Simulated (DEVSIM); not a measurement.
Device: isotype n-n heterojunction Al0.1Ga0.9N/GaN, at 300 K.

Layer 1 from the left is Al0.1Ga0.9N, thickness (μm) 0.120, Nd (cm⁻³) 3e17, τn (s) 4.8e-10, τp (s) 4.8e-10. Layer 2 from the left is GaN, thickness (μm) 0.480, Nd (cm⁻³) 9.7e17, τn (s) 4.8e-10, τp (s) 4.8e-10.

Left contact: ohmic. Right contact: ohmic. Voltage is applied to the left contact. Recombination: SRH at mid-gap, Auger. Mobility is μmin + (μ − μmin)/(1 + (N/Nref)^α).

This is a model device: material constants are rounded textbook-type values typed into the input, and sizes, dopings and lifetimes were drawn at random. Values at 300 K.

Al0.1Ga0.9N: gap (eV) 3.607, affinity (eV) 3.976, permittivity 9.44, Nc (cm⁻³) 2.3e18, Nv (cm⁻³) 4.6e19, μn (cm²/Vs) 876, μp (cm²/Vs) 30, μn,min 55, μp,min 3, Nref,n 2e17, Nref,p 3e17, αn 1, αp 2, Cn (cm⁶/s) 1e-30, Cp (cm⁶/s) 1e-30. GaN: gap (eV) 3.43, affinity (eV) 4.1, permittivity 9.5, Nc (cm⁻³) 2.3e18, Nv (cm⁻³) 4.6e19, μn (cm²/Vs) 1200, μp (cm²/Vs) 100, μn,min 55, μp,min 3, Nref,n 2e17, Nref,p 3e17, αn 1, αp 2, Cn (cm⁶/s) 1e-30, Cp (cm⁶/s) 1e-30.

Simulated with DEVSIM: 1D drift-diffusion, Boltzmann statistics, complete ionisation; no tunnelling, impact ionisation, image-force lowering or self-heating. Band offsets follow the typed affinities; no thermionic-emission limit at abrupt steps, no polarisation charge.

### Question
What does the simulation give for the potential step across the device at zero bias?

### Answer
potential step across the device at zero bias 0.094 V.
